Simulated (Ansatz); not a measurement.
Input for fcc Pb (0 0 1) on alpha cristobalite (0 0 1) (film strained to the substrate, started from cuts of the bulks and a machine-learned relaxation; slabs Si7O16 and Pb8, which can lie off the formulas):

Ansatz 0.2 input:
```yaml
crystal:
  lattice:
    - [5.08305, 0.0, -0.033765892]
    - [0.0, 5.08305, 0.025155717]
    - [0.680277361, 0.11837634, 23.647422314]
  atoms:
    - { symbol: Si, position: [0.196596143, 0.224705656, 0.231226924] }
    - { symbol: Si, position: [0.82881031, 0.812724438, 0.080000891] }
    - { symbol: Si, position: [0.703071553, 0.313030627, 0.154976301] }
    - { symbol: Si, position: [0.259782032, 0.722042722, 0.307243976] }
    - { symbol: O, position: [0.268958108, 0.428195922, 0.280850932] }
    - { symbol: O, position: [0.409854119, 0.242488517, 0.178898596] }
    - { symbol: O, position: [0.698354147, 0.60943954, 0.128036465] }
    - { symbol: O, position: [0.909558849, 0.293628896, 0.20588547] }
    - { symbol: O, position: [0.140586742, 0.769738699, 0.070228352] }
    - { symbol: O, position: [0.187973194, 0.928095274, 0.256942361] }
    - { symbol: O, position: [0.671286109, 0.769987291, 0.020761187] }
    - { symbol: O, position: [0.77313728, 0.113774619, 0.103014763] }
    - { symbol: Si, position: [0.159914009, 0.171954977, 0.533636714] }
    - { symbol: Si, position: [0.752632384, 0.803327995, 0.38314579] }
    - { symbol: Si, position: [0.667712216, 0.30046079, 0.458951964] }
    - { symbol: O, position: [0.215947059, 0.34499933, 0.590504075] }
    - { symbol: O, position: [0.374416483, 0.232511587, 0.482695799] }
    - { symbol: O, position: [0.668650264, 0.597727498, 0.433560865] }
    - { symbol: O, position: [0.870916146, 0.293811914, 0.512327529] }
    - { symbol: O, position: [0.043670153, 0.730992223, 0.358813427] }
    - { symbol: O, position: [0.14065031, 0.862445156, 0.547244376] }
    - { symbol: O, position: [0.54577427, 0.794863933, 0.332009208] }
    - { symbol: O, position: [0.76086658, 0.095984018, 0.41043147] }
    - { symbol: Pb, position: [-0.032024588, 0.070153602, 0.751914122] }
    - { symbol: Pb, position: [0.49308857, 0.58312891, 0.750427902] }
    - { symbol: Pb, position: [0.463794499, 0.087183611, 0.664929169] }
    - { symbol: Pb, position: [-0.134367275, 0.629736687, 0.599587497] }
    - { symbol: Pb, position: [-0.05605353, 0.044973665, 0.942173852] }
    - { symbol: Pb, position: [0.354774128, 0.459985064, 1.025724539] }
    - { symbol: Pb, position: [0.460924084, 0.072420121, 0.857016238] }
    - { symbol: Pb, position: [-0.011650601, 0.556093203, 0.857575918] }
basis:
  ecutwfc: 420
  ecutrho_ratio: 4
  xc_grid: 2
kpoints:
  mp_grid: { grid: [6, 6, 1] }
hamiltonian:
  xc: pbe
  dispersion: none
  pseudopotentials: { kind: paw }
scf:
  n_extra_bands: 34
  occupations: { method: fermi_dirac, width: 0.05 }
output:
  forces: true
  stress: true
  eigenstates:
    kpoints:
      - [0, 0, 0]
      - [0.5, 0, 0]
      - [0, 0.5, 0]
      - [0.5, 0.5, 0]
    e_range: [-3.5, 3.5]
    localisation: true
relax:
  f_tol: 0.04
  max_steps: 70
  cell: { fix: [a, b, gamma], stress_tol: 0.3 }
```

Method: PBE (plane waves to 420 eV, PAW; Ansatz, an electronic-structure program). Scalar-relativistic, without spin–orbit coupling; the runs are not spin-polarised. Its k-point mesh 6×6×1, Fermi–Dirac width 0.05 eV.

### Question
What does the end of the output print (band table and long remarks left out, numbers rounded to eight decimals)?

### Answer
```
SCF converged after 6 iterations
Free energy (F): -108802.219547 eV
Harris-Foulkes:  -108802.219547 eV  (|F-HF|=4.22e-10)
Internal energy: -108802.197975 eV  (E = F + TS)
E sigma→0 (E₀):  -108802.208761 eV
Entropy (-TS):   -0.021572 eV (-0.696 meV/atom)
Fermi energy:    6.046064 eV
--- Per-component energies (eV) ---
  E_band       = -1218.747365
  E_kinetic    = 5463.286130
  E_local      = -19883.850646  (includes V_loc(G=0)·N_el)
  E_nonlocal   = 3734.207498
  E_hartree    = 7824.902793
  E_xc         = -3338.054965
  E_vxc        = -2900.060355  (∫ρ·V_xc dr)
  E_paw        = -89377.012635  (= ΣΔE_a)
  E_vpaw       = -3282.178888  (= ΣTr[D̂ρ^β])
  E_aug_tail   = 0.041372  (compensation charges beyond the density's cutoff)
  E_ewald      = -13225.717521
  E_smearing   = -0.021572  (= −TS)
  E_closure    = 0.000000  (closes the sum)
  Σ components = -108802.219547   (vs F -108802.219547, Δ=0.00e0)
--- Forces (eV/Å), atoms counted from 1 ---
  atom   1  Si     0.02210558    -0.00925261     0.00506928
  atom   2  Si     0.03825352     0.00293543     0.00934916
  atom   3  Si     0.00722827    -0.02051951     0.00602746
  atom   4  Si     0.00722355     0.00673868     0.01397781
  atom   5  O     -0.01089388     0.00315004    -0.00580677
  atom   6  O     -0.00881326     0.01596870    -0.00754062
  atom   7  O     -0.01990282    -0.00587721    -0.01099136
  atom   8  O     -0.00384208     0.00060196     0.00958207
  atom   9  O     -0.00483575    -0.00004556     0.00667995
  atom  10  O     -0.01059365    -0.01062450    -0.01030711
  atom  11  O     -0.01665627    -0.01626101     0.00047899
  atom  12  O     -0.00219580     0.00896517    -0.02270880
  atom  13  Si     0.00134625    -0.00786562    -0.00306528
  atom  14  Si    -0.00757307    -0.00174317     0.01269816
  atom  15  Si    -0.00251627    -0.00659889     0.00516452
  atom  16  O     -0.01164143     0.01246030    -0.00687219
  atom  17  O     -0.00150134     0.00623853     0.00225641
  atom  18  O      0.01013343     0.00066592    -0.00273050
  atom  19  O     -0.00450899     0.00918691     0.01181434
  atom  20  O     -0.00220491    -0.00256254    -0.00510639
  atom  21  O      0.00105251     0.00145312    -0.00402788
  atom  22  O      0.01329981    -0.00282230    -0.01255477
  atom  23  O     -0.00276697     0.00511299    -0.00736024
  atom  24  Pb    -0.00111337    -0.00789293     0.00361387
  atom  25  Pb    -0.00395892     0.01473715    -0.00414293
  atom  26  Pb     0.00138899     0.00090060     0.01310434
  atom  27  Pb     0.00319396    -0.00548626     0.00494714
  atom  28  Pb     0.00071455    -0.00129082     0.00088299
  atom  29  Pb     0.01476847     0.00421847    -0.00932187
  atom  30  Pb     0.00041653    -0.00132959     0.00490496
  atom  31  Pb    -0.00560977     0.00684213     0.00197778
  max |Σ_I F_I| component: 7.47e-6 eV/Å
--- Stress (GPa, compression-positive) ---
        0.477828      -0.220862       0.032594
       -0.220862       0.639833      -0.113841
        0.032595      -0.113840       0.026694
  P = ⅓ Tr σ = 0.3815 GPa (3.815 kbar)
--- Relaxed structure (21 steps of the walk, 17 accepted, 1 SCFs on fresh bases) ---
  F+E_penalty+E_count = -108802.21954676 eV   max|allowed force component| = 3.825e-2 eV/Å   (the final SCF, on the basis selected at the relaxed cell)
  cell:  # Å, volume = 609.9024 Å³
    - [5.08316059, 0.00015368, -0.00398288]
    - [-0.00038157, 5.08251975, -0.07760786]
    - [0.81861872, -0.35959068, 23.61221100]
  atoms:
    - { symbol: Si, position: [0.22778344, 0.20207410, 0.23031724] }
    - { symbol: Si, position: [0.88017634, 0.76365638, 0.08316383] }
    - { symbol: Si, position: [0.73911295, 0.27821513, 0.15443214] }
    - { symbol: Si, position: [0.28735894, 0.71223100, 0.30631271] }
    - { symbol: O, position: [0.29627102, 0.41154158, 0.28119453] }
    - { symbol: O, position: [0.44525998, 0.21280661, 0.17882925] }
    - { symbol: O, position: [0.74216543, 0.57316533, 0.12989133] }
    - { symbol: O, position: [0.93964586, 0.26274524, 0.20641451] }
    - { symbol: O, position: [0.19511903, 0.71752607, 0.07584820] }
    - { symbol: O, position: [0.21930829, 0.90922493, 0.25622765] }
    - { symbol: O, position: [0.75834004, 0.71300669, 0.01905107] }
    - { symbol: O, position: [0.81583600, 0.07122063, 0.10243025] }
    - { symbol: Si, position: [0.16734748, 0.19080396, 0.53037905] }
    - { symbol: Si, position: [0.77594728, 0.80449964, 0.38230762] }
    - { symbol: Si, position: [0.68226671, 0.31540214, 0.45770998] }
    - { symbol: O, position: [0.22796587, 0.35744124, 0.58961125] }
    - { symbol: O, position: [0.38645829, 0.24711536, 0.48020829] }
    - { symbol: O, position: [0.68508837, 0.60787620, 0.43237220] }
    - { symbol: O, position: [0.87940088, 0.31660398, 0.51183218] }
    - { symbol: O, position: [0.07005307, 0.73107453, 0.35846759] }
    - { symbol: O, position: [0.14393239, 0.88091791, 0.54137030] }
    - { symbol: O, position: [0.57350468, 0.78825625, 0.33079569] }
    - { symbol: O, position: [0.78295805, 0.10311649, 0.40923741] }
    - { symbol: Pb, position: [-0.14244566, 0.06757489, 0.75864343] }
    - { symbol: Pb, position: [0.36511566, 0.58858439, 0.76285172] }
    - { symbol: Pb, position: [0.36092089, 0.09417431, 0.66949301] }
    - { symbol: Pb, position: [-0.09503270, 0.66779806, 0.60274480] }
    - { symbol: Pb, position: [-0.16681276, 0.09132812, 0.95666866] }
    - { symbol: Pb, position: [0.33723288, 0.60876688, 0.99117674] }
    - { symbol: Pb, position: [0.35058906, 0.08900116, 0.86357846] }
    - { symbol: Pb, position: [-0.14326400, 0.58285729, 0.85717556] }
```

Cost: around 50 core-minutes (rough).
